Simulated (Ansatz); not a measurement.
Amorphous Si$_{24}$O$_{49}$K$_{2}$, 75 atoms at 2.25 g/cm³, one PBE-relaxed geometry, zone centre. Methods: PBE, scalar-relativistic without spin-orbit coupling (Ansatz, a program for electronic structure); r2SCAN, scalar-relativistic without spin-orbit coupling (Ansatz); HSE06, scalar-relativistic without spin-orbit coupling (Ansatz). Plane waves to 420 eV (r2SCAN 500 eV); exact exchange is cut at the cell's faces. At PBE the levels at the filled edge of the gap are localised (band-tail or defect states), and the nearest spread-out levels lie 5.4 eV apart at the zone centre. The higher rungs were started with moments on some atoms, which died out.

A CHGNet melt-quench gave the starting glass, which DFT then relaxed. O atoms were pushed apart under 1.9 Å during the dynamics, to hinder bonds among them. The hot cell started wider than the set density and was brought back towards it in steps. It is the lowest in DFT energy of 2 quenches. It is a model cell: composition and starting density were chosen by hand, and all elements were melted together. No dispersion term was used. Its density started from a set value of 2.21 and ended at 2.25 g/cm³. The simulated quench (nominally 320 K/ps over its main leg) is rapid and tends to freeze in more defects than a deposited or slowly cooled glass has. A cell of this size samples the disorder only roughly. Volume and shape were free in the relaxation.

The relaxation ran on the zone centre alone. At PBE the level gap is 2.75 eV on a 2×2×2 Γ-centred mesh, and the spacing at the zone centre alone 2.73 eV.

Problem. What zone-centre spacing does r2SCAN give, roughly?

Solution. 3.34 eV (+0.61 eV against PBE).

Problem. What zone-centre spacing does HSE06 give, roughly?

Solution. 4.36 eV (+1.62 eV against PBE).

The highest filled and the lowest empty state spread over these numbers of atoms (participation numbers): PBE: 1.5 and 63.6; r2SCAN: 1.5 and 64.2; HSE06: 1.5 and 60.9.
